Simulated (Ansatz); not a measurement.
**What tensor shear ε_xy = −0.52 % does to InBi**

The parent structure is InBi in the zinc blende structure (space group F-43m, No. 216; a = 6.759 Å; a cell from a computed database, its experimental status unchecked). Axes: x, y, z lie along the cube axes.

Perturbation: tensor shear ε_xy = −0.52 % (engineering shear γ = -0.0104); the atoms relax in the strained cell.

The values are results of r2SCAN (Ansatz, a program for electronic structure; PAW; 500 eV plane waves; no spin-orbit coupling), earlier PAW set, not measurements. k-mesh 12×12×12 (Γ-centred); smearing 0.05 eV (Fermi–Dirac).

```tsv
quantity	base	changed	shift
volume per atom	38.60 Å³	38.60 Å³	0.00 Å³
space group	F-43m (No. 216)	Imm2 (No. 44)	–
shortest interatomic distance	2.927 Å	2.924 Å	-0.003 Å
energy relative to the base (free energy F)	0 meV/atom	+0.3 meV/atom	+0.3 meV/atom
band gap	zero	zero	–
stress (xx, yy, zz, yz, xz, xy; compression positive) (rough)	–	(0.0, 0.0, 0.0, 0.0, 0.0, 0.2) GPa	–
```

Without a gap, meshes like the base's 12×12×12 leave anisotropic stresses uncertain by several tenths of a GPa, and small strain energies with them. With Bi present, leaving out spin-orbit coupling can change the band edges. Whether these cells are dynamically stable was not tested.
